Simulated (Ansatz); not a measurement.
**MgO: energy against strain**

MgO (rock salt, Fm-3m, 9.355 Å³/atom at rest, cube axes along x, y and z) under a strain ε along a cube axis (axis z), the other axes held. PBEsol in Ansatz, a plane-wave DFT program (PAW, default set), 420 eV, 13×13×13 Γ-centred mesh, Fermi-Dirac smearing 0.05 eV; ions are relaxed within the symmetry of each cell.

Here s stands for strain and y for E less E0.

| strain (%) | E less E0 (meV/atom) |
|---|---|
| -3.00 | ? |
| -1.50 | 2.09 |
| -1.00 | 0.91 |
| -0.50 | 0.24 |
| 0.00 | 0.00 |
| 0.50 | 0.23 |
| 1.00 | 0.84 |
| 1.50 | 1.83 |

Fit y of the 7 rows that show it with a parabola. Least squares gives y = 0.011 - 0.0664·s + 0.8662·s². Residuals (row less fit): 0.030, -0.034, -0.021, -0.011, 0.036, 0.029, -0.030; standard error 0.038 (degrees of freedom: 4). Twice the quadratic coefficient over the volume, 2 × 0.8662 meV × 10⁴ × 0.1602 / 9.355 Å³, is the elastic constant C11 = 297 ± 6 GPa.

**Question.** Estimate the missing y (s = -3.00); what did the run itself give?

**Answer.** y = 0.011 - 0.0664 × (-3.0) + 0.8662 × (-3.0)² = 8.006 meV/atom. The calculation gives 8.77 meV/atom, 0.764 meV/atom above the prediction (8.7 % of the range of y in the table). The row lies outside the fitted rows, so this is an extrapolation. From the scatter of the fitted rows alone, a prediction at this place has a standard error of 0.144 meV/atom, so the miss is 5.3 times that.

One order more, fitted to all 13 runs of the series, follows each within 0.02, so the miss is the next term of a smooth law. Rows are the converged runs of the series near zero and its far end; series whose fitted rows scatter by over a few per cent of the range, as at a crossing or softening among them, aren't shown in this form. Most that stay on the fit to the last digits aren't either.
